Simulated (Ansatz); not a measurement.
A self-consistent single point of MgSc (P4mm, 2 atoms in the cell) with Ansatz (an electronic-structure program).

Level of theory: PBEsol, harder PAW files (source: ansatz) made with PBE (plane waves; Ansatz).

The change in words: lattice scaled by 0.98; basis.ecutwfc: 30.9 Ry → 32 Ry; hamiltonian.pseudopotentials: {kind: paw} (the program's default PAW files) → {kind: paw, source: ansatz}. Reference geometry:
```xyz
2
Lattice="3.6144 0.0000 0.0000 0.0000 3.6144 0.0000 0.0000 0.0000 3.6144" Properties=species:S:1:pos:R:3 pbc="T T T"
Mg     0.0000     0.0000     0.0500
Sc     1.8072     1.8072     1.8072
```

Reference input (self-consistent single point, DFT, PBEsol, plane waves, default PAW files made with PBE): basis.ecutwfc = 30.9 Ry; kpoints.mp_grid.grid = 9 9 9; hamiltonian.xc = pbesol; hamiltonian.pseudopotentials = {kind: paw} (the program's default PAW files); scf.occupations.method = gaussian; scf.occupations.width = 0.0073 Ry. This run's input differs from it in these lines:

Ansatz 0.2 input:
```diff
@@ -2,10 +2,10 @@
   lattice:
-    - [3.614432, 0.000000, 0.000000]
-    - [0.000000, 3.614432, 0.000000]
-    - [0.000000, 0.000000, 3.614432]
+    - [3.542143, 0.000000, 0.000000]
+    - [0.000000, 3.542143, 0.000000]
+    - [0.000000, 0.000000, 3.542143]
   atoms:
-    - { symbol: Mg, position_ang: [0.000000, 0.000000, 0.049998] }
-    - { symbol: Sc, position_ang: [1.807216, 1.807216, 1.807216] }
+    - { symbol: Mg, position_ang: [0.000000, 0.000000, 0.048998] }
+    - { symbol: Sc, position_ang: [1.771071, 1.771071, 1.771071] }
 basis:
-  ecutwfc: 30.9 Ry
+  ecutwfc: 32.0 Ry
 kpoints:
@@ -17,2 +17,3 @@
     kind: paw
+    source: ansatz
 scf:
```

Output, abridged:

```
SCF iter   1: F=—  HF=-4023.447553 eV  |F-HF|=—  |Δ(HF+E_count)|=         —  Δρ=2.37e-2  dr2=3.01e-1  ethr=3.10e-3  ⟨swp⟩=3.5  Hψ=4914  notcnv=0
all-band conjugate gradients solve this SCF's bands
preconditioner: auto → none
SCF iter   2: F=—  HF=-4023.381794 eV  |F-HF|=—  |Δ(HF+E_count)|=   6.58e-2  Δρ=1.09e-2  dr2=6.50e-2  ethr=1.44e-3  ⟨swp⟩=2.0  Hψ=2030  notcnv=0  defer=10
   [... lines left out ...]
SCF iter   4: F=—  HF=-4023.367605 eV  |F-HF|=—  |Δ(HF+E_count)|=   5.89e-4  Δρ=1.10e-3  dr2=7.20e-4  ethr=2.27e-5  ⟨swp⟩=2.6  Hψ=1679  notcnv=0  defer=10
SCF iter   5: F=—  HF=-4023.367408 eV  |F-HF|=—  |Δ(HF+E_count)|=   1.98e-4  Δρ=1.02e-4  dr2=5.37e-6  ethr=3.43e-6  ⟨swp⟩=2.7  Hψ=1660  notcnv=0  defer=10
SCF iter   6: F=—  HF=-4023.367439 eV  |F-HF|=—  |Δ(HF+E_count)|=   3.09e-5  Δρ=1.52e-5  dr2=4.06e-8  ethr=4.76e-10  ⟨swp⟩=4.6  Hψ=5652  notcnv=0
SCF iter   7: F=-4023.367439 eV  HF=-4023.367439 eV  |F-HF|=1.03e-8  |Δ(HF+E_count)|=   3.34e-8  Δρ=5.05e-6  dr2=1.32e-8  ethr=1.93e-10  ⟨swp⟩=2.1  Hψ=3800  notcnv=0
SCF 1 converged in 7 iterations: F = -4023.367439 eV  dr2 = 1.32e-8
Free energy (F): -4023.367439 eV
Internal energy: -4023.355015 eV  (E = F + TS)
E sigma→0 (E₀):  -4023.361227 eV
Entropy (-TS):   -0.012424 eV (-6.212 meV/atom)
Fermi energy:    7.880241 eV
--- Forces (eV/Å), atoms counted from 1 ---
  atom   1  Mg     0.00000000     0.00000000    -0.20670514
  atom   2  Sc    -0.00000000     0.00000000     0.20670132
--- Stress (GPa, compression-positive) ---
        0.930631       0.000000      -0.000000
        0.000000       0.930631       0.000000
        0.000000       0.000000       0.877711
  P = ⅓ Tr σ = 0.9130 GPa (9.130 kbar)
  The stress holds the Pulay correction. Without it, at fixed plane waves, as pw.x and ABINIT print it: P = -4.1942 GPa
```

The run converged in 7 iterations. Against the reference run the pressure goes from -2.05 to 0.91 GPa and the largest force goes from 0.181 to 0.207 eV/Å.

The starting cell comes from a database of computed structures (which also holds hypothetical and non-ambient phases and stackings), without a prior relaxation at this level. Its lattice was rescaled by up to half a per cent. One atom was moved a little off its site on purpose. For this run, on top of that: lattice scaled by 0.98. Ansatz's pressure includes its estimate of the finite-basis (Pulay) stress. Without the estimate this run gives -4.19 GPa. The cutoff lies below the one recommended for these files.
